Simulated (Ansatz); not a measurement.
**Na: isotropic strain −1.00 %**

Take Na in the bcc (W type) structure (space group Im-3m, No. 229; a = 4.173 Å; relaxed with 0.1 eV smearing) as the base.

It is then changed as follows: every lattice vector is shortened by 1.00 %; the atoms relax in the strained cell.

Method: PBEsol (Ansatz, a quantum-chemistry and plane-wave program; PAW; 420 eV plane waves; without spin-orbit coupling). Settings: 22×22×22 k-points, 0.1 eV Fermi–Dirac smearing.

Volume per atom: 35.27 Å³ (base 36.35 Å³)
Space group: Im-3m (No. 229) (base Im-3m (No. 229))
Shortest interatomic distance: 3.578 Å (base 3.614 Å)
Energy relative to the base (free energy F): +0.8 meV/atom
Pressure: 0.2 GPa (base 0.0 GPa)
Band gap: zero (base zero)

Final structure:

```
CELL_PARAMETERS angstrom
     -2.06587     2.06587     2.06587
      2.06587    -2.06587     2.06587
      2.06587     2.06587    -2.06587
ATOMIC_POSITIONS crystal
  Na 0.00000 0.00000 0.00000
```

Whether these cells are dynamically stable was not tested.
